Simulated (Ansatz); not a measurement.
# Pressure series in MgS

Consider MgS in the rock salt structure (space group Fm-3m, No. 225).

```
MgS
1.0
    0.00000     2.61481     2.61481
    2.61481     0.00000     2.61481
    2.61481     2.61481     0.00000
S Mg
1 1
Direct
  0.00000   0.00000   0.00000
  0.50000   0.50000   0.50000
```

Cell and atoms are relaxed at each pressure.

Level of theory: PBE, PAW, 420 eV (Ansatz, an electronic-structure program; scalar-relativistic without spin-orbit coupling), earlier PAW set.

Notes on the quantities. hole mass: degenerate bands, along [100].

| case | band gap | shortest interatomic distance | width of the top valence band | hole mass |
|---|---|---|---|---|
| base | 2.76 eV | 2.615 Å | 2.31 eV | 0.25, 0.97, 0.97 mₑ (at Γ) |
| pressure −2 GPa | 2.69 eV | 2.640 Å | 2.23 eV | 0.24, 1.00, 1.00 mₑ (at Γ) |
| pressure −1 GPa | 2.73 eV | 2.627 Å | 2.27 eV | 0.25, 0.98, 0.98 mₑ (at Γ) |
| pressure 0.3 GPa | 2.77 eV | 2.611 Å | 2.32 eV | 0.25, 0.96, 0.96 mₑ (at Γ) |
| pressure 0.7 GPa | 2.78 eV | 2.607 Å | 2.34 eV | 0.25, 0.96, 0.96 mₑ (at Γ) |
| pressure 1.5 GPa | 2.80 eV | 2.598 Å | 2.36 eV | 0.25, 0.95, 0.95 mₑ (at Γ) |
| pressure 3 GPa | 2.84 eV | 2.582 Å | 2.41 eV | 0.26, 0.93, 0.93 mₑ (at Γ) |
| pressure 5 GPa | 2.88 eV | 2.563 Å | 2.48 eV | 0.26, 0.91, 0.91 mₑ (at Γ) |
| pressure 7.5 GPa | 2.94 eV | 2.542 Å | 2.55 eV | 0.26, 0.88, 0.88 mₑ (at Γ) |
| pressure 10 GPa | 2.98 eV | 2.522 Å | 2.62 eV | 0.27, 0.86, 0.86 mₑ (at Γ) |

Load acts through the strain it causes; cell and atoms are relaxed under it. Effective masses come from finite differences of ±0.01 Å⁻¹. Whether these cells are dynamically stable was not tested. No other phases were tried under pressure.
